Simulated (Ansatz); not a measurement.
The starting structures come from a database of crystals and need not be the phases stable at ambient conditions.

The decay constant κ of evanescent states in the gap governs leakage through a thin film.

Given:

```yaml
crystal:
  lattice:
    - [4.54535, 0.00000, 0.00000]
    - [0.00000, 5.51962, 0.00000]
    - [0.00000, 0.00000, 5.05648]
  atoms:
    - { symbol: Ti, position: [0.50000, 0.32701, 0.75000] }
    - { symbol: Ti, position: [0.50000, 0.67299, 0.25000] }
    - { symbol: Ti, position: [0.00000, 0.17299, 0.25000] }
    - { symbol: Ti, position: [0.00000, 0.82701, 0.75000] }
    - { symbol: O, position: [0.27145, 0.38172, 0.08135] }
    - { symbol: O, position: [0.72855, 0.61828, 0.91865] }
    - { symbol: O, position: [0.22855, 0.11828, 0.58135] }
    - { symbol: O, position: [0.77145, 0.88172, 0.41865] }
    - { symbol: O, position: [0.77145, 0.11828, 0.91865] }
    - { symbol: O, position: [0.22855, 0.88172, 0.08135] }
    - { symbol: O, position: [0.72855, 0.38172, 0.41865] }
    - { symbol: O, position: [0.27145, 0.61828, 0.58135] }
```

The cell is strained (lengths along the current scaled by 1.03, ions clamped); by r2SCAN it stands under a pressure of -8.5 GPa.

Transport runs along the normal of the first two printed cell vectors.

The gap is the functional's own. No spin-orbit coupling. Mid-gap values are those at the computed energy nearest the middle.

### Question
Give the band gap and the smallest decay constant κ at mid-gap that r2SCAN in Ansatz (a program for electronic structure) yields.

### Answer
Gap 2.82 eV on a 8×6×6 mesh; κ = 0.351 1/Å, at the zone centre.
